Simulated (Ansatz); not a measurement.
## Mo3Os, pressure series

Base system: Mo$_{3}$Os in the A15 (Cr3Si type) structure (space group Pm-3n, No. 223; a = 4.943 Å).

Cell and atoms are relaxed at each pressure.

Level of theory: Kohn–Sham DFT with the PBEsol functional, run in Ansatz (a program for electronic structure) with PAW and 420 eV plane waves, no spin-orbit coupling.

Notes on the quantities. enthalpy: H = E + PV relative to the base's energy.

```tsv
change	enthalpy	shortest interatomic distance
base	–	2.471 Å
pressure 0.3 GPa	+0.03 eV/atom	2.471 Å
pressure 0.7 GPa	+0.07 eV/atom	2.470 Å
pressure 1.5 GPa	+0.14 eV/atom	2.467 Å
pressure 3 GPa	+0.28 eV/atom	(withheld)
```

**Question.** Fill in the withheld entries from the trend.

**Answer.** 
- pressure 3 GPa, shortest interatomic distance: 2.464 Å

Load acts through the strain it causes; cell and atoms are relaxed under it. Whether these cells are dynamically stable was not tested. All final runs are without spin polarisation.
